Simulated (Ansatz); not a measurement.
Base system: WSi$_{2}$ (space group I4/mmm, No. 139; a = 3.211 Å, c = 7.805 Å; relaxed with 0.1 eV smearing).

The values are results of Ansatz (a program for electronic structure), r2SCAN, PAW, cutoff 500 eV, no SOC, not measurements.

For the base:

| Property | Value |
|---|---|
| Band gap | zero |

It is then changed as follows: an isotropic linear strain of −5.62 %; the atoms relax in the strained cell.

How does this affect the energy relative to the base, band gap and largest internal atomic displacement?

The energy grows by 0.339 eV/atom; the band gap is still zero; the largest internal atomic displacement is 0.017 Å.

Whether these cells are dynamically stable was not tested. All final runs are without spin polarisation.
